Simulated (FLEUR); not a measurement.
A user runs FLEUR on YRh (Pm-3m, 2 atoms in the cell) and asks whether the run is sound. The aim is a self-consistent single point with DFT, PBEsol, all-electron FLAPW (FLEUR), scalar-relativistic valence.

Cell that was meant: a = 3.4070 Å, b = 3.4070 Å, c = 3.4070 Å, α = 90.00°, β = 90.00°, γ = 90.00°.

Part of the input:

```xml
            <stateOccupation state="(4d3/2)" spinUp="0.2" spinDown="0.2"/>
            <stateOccupation state="(4d5/2)" spinUp="0.3" spinDown="0.3"/>
         </electronConfig>
         <energyParameters s="6" p="5" d="4" f="4"/>
         <lo type="SCLO" l="0" n="4" eDeriv="0"/>
         <lo type="SCLO" l="1" n="4" eDeriv="0"/>
      </species>
[...]
            <stateOccupation state="(4d3/2)" spinUp="1.6" spinDown="1.6"/>
            <stateOccupation state="(4d5/2)" spinUp="2.4" spinDown="2.4"/>
         </electronConfig>
         <energyParameters s="6" p="5" d="4" f="4"/>
         <lo type="SCLO" l="1" n="4" eDeriv="0"/>
      </species>
   </atomSpecies>
```

Output (repeated stretches shortened):

```
      Welcome to FLEUR        (www.flapw.de)
      MaX-Release 8.1          (www.max-centre.eu)

 ========== k-point set info ==========
 Selected k-point list: default-1
 k-point list type: mesh
 10 x 10 x 10
 Number of k points: 56

 ------------Calculation Setup---------------------------
           1           2           4           7           8          14          28          56
 Number of basis functions:          296
 Iteration:     1   Distance:      12.24301160 me/bohr^3
 Iteration:     2   Distance:       9.29463711 me/bohr^3
 Iteration:     3   Distance:       4.33383967 me/bohr^3
 Iteration:     4   Distance:       2.61792243 me/bohr^3
 Iteration:     5   Distance:       2.98098131 me/bohr^3
   [... 8 lines left out ...]
 Iteration:    14   Distance:       0.00025375 me/bohr^3
 Iteration:    15   Distance:       0.00007009 me/bohr^3
 Iteration:    16   Distance:       0.00002400 me/bohr^3
 Iteration:    17   Distance:       0.00000183 me/bohr^3
 Run finished successfully
 Stop message:
   Structural relaxation: Done

[file out, last iteration]
             iter=     18
[...]
          total density-effective poten   -1.3321136661E+04
          total charge density-energy d   -2.4436205079E+02
 Updated energy parameters for spin:           1
[...]
 fermi energy and band-weighting factors:

[...]
FERMIE:
          first approx. to ef    (T=0)  :   0.399343 htr   (energy of the highest occ. eigenvalue)
          number of occ. states  (T=0)  :        730
          first approx. to seigv (T=0)  :  -8.723337 htr
          sum of weights of occ. states :  13.005000
          sum of semicore charge        :   0.000000 e
FERHIS:  Fermi-Energy by histogram:
          bandgap                     :   0.000967 htr
   [... lines left out ...]
          charge neutrality (T=0)     :   0.010000    (zero if the highest occ. eigenvalue is "entirely" occupied)
     EF_NEWTON:  Adjust Fermi-Energy by Newton-Method.
 Direct bandgap for spin            1 :    1.1457739138137191E-002  Htr
 ---->    free energy=                     -8166.7162976989 htr
   [... lines left out ...]
 ---->    total electron energy=           -8166.7160744698 htr
 ***** TOTAL FORCES ON ATOMS *****
 TOTAL FORCE FOR ATOM TYPE=  1  X=  3.219   Y=  3.219   Z=  3.219
                       FX_TOT= 0.000000 FY_TOT= 0.000000 FZ_TOT= 0.000000
 TOTAL FORCE FOR ATOM TYPE=  2  X=  0.000   Y=  0.000   Z=  0.000
                       FX_TOT= 0.000000 FY_TOT= 0.000000 FZ_TOT= 0.000000
 Structural relaxation: Done
```

FLEUR gives forces in its relaxation mode, with a further iteration, so its stop message speaks of a relaxation.

Q: Can these results be used? Check the input.

A: The run is not sound. The fault is an energy parameter on the wrong branch. The radial functions are then built about the energy of another principal quantum number. To fix it, restore the quantum number of the valence shell. The run converged in 17 iterations without an error; against the sound input the free energy goes up by 3.0 meV/atom.

An input that runs soundly differs in these lines (not the only fix; some lines may just follow from the change or write a value another way):
```diff
-         <energyParameters s="6" p="5" d="4" f="4"/>
+         <energyParameters s="5" p="5" d="4" f="4"/>
-         <energyParameters s="6" p="5" d="4" f="4"/>
+         <energyParameters s="5" p="5" d="4" f="4"/>
```

With that input, the run converged in 17 iterations: free energy E − TS -222227.6776 eV; Fermi level (on the code's own zero) 10.67 eV (DFT, PBEsol, all-electron FLAPW (FLEUR), scalar-relativistic valence).

On the sound input: the starting cell comes from a database of published, mostly measured structures (it also holds non-ambient and calculated ones), without a prior relaxation at this level. Spin polarisation is off. Values depend on the basis (sphere radii, cutoffs, local orbitals), which need not be converged. The log's line on a gap gives a spacing of levels on this mesh, which the program prints for metals too.
